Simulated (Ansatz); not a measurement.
HfO2 under a change: O → Cl

Consider HfO2 in the fluorite structure (space group Fm-3m, No. 225; a = 5.098 Å).

One thing is altered: full substitution O → Cl; the structure is relaxed again.

All numbers come from PBE, PAW, 420 eV (Ansatz, a first-principles code; spin-orbit coupling left out), earlier PAW set. k-mesh 13×13×13 (Γ-centred); smearing 0.05 eV (Fermi–Dirac), for the changed cell.

- Volume per atom = 21.04 Å³ (base 11.04 Å³)
- Density = 6.56 g/cm³ (base 10.55 g/cm³)
- Space group = Fm-3m (No. 225) (base Fm-3m (No. 225))
- Shortest interatomic distance = 5.172 bohr (base 4.172 bohr)
- Band gap = zero (base 3.75 eV)
- Magnetic state = ferromagnetic (base not spin-polarised)
- Largest site moment = 0.96 μB (base 0.00 μB)

The magnetic state is the one reached from the starting moments; the real material's order can differ, and small cells can't hold many antiferromagnetic ones. With Hf present, leaving out spin-orbit coupling can change the band edges. No phonon test of stability was made. As relaxed here, HfCl2 is a hypothetical phase, not in the database extracts checked. This is not the structure that HfO2 has at room temperature and ambient pressure.
